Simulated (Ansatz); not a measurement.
Take LaFeAsO (space group P4/nmm, No. 129; a = 3.966 Å, c = 8.478 Å; non-magnetic) as the base.

The values are results of PBEsol (Ansatz, a quantum-chemistry and plane-wave program), spin-orbit coupling left out, not measurements.

One change was made to it. Results:

```csv
quantity,base,after
c/a ratio,2.138,2.101
density,7.11 g/cm³,7.44 g/cm³
```

**Question.** Which of these changes matches the shifts?
(A) pressure 5 GPa
(B) pressure 0.7 GPa
(C) pressure −1 GPa

**Answer.** A, pressure 5 GPa. For comparison, the c/a ratio in the other runs: pressure −1 GPa gives 2.145; pressure 0.7 GPa gives 2.131.

Load acts through the strain it causes; cell and atoms are relaxed under it. No phonon test of stability was made. Competing high-pressure phases were not computed. Starting moments died away, wholly or in part, for the base; another magnetic solution may exist. No Hubbard U is applied and the magnetic state is the run's own (LaFeAsO not spin-polarised; LaFeAsO non-magnetic); small cells can't hold the antiferromagnetic order that many such compounds have, so gaps and moments can be off. The final runs are not spin-polarised.
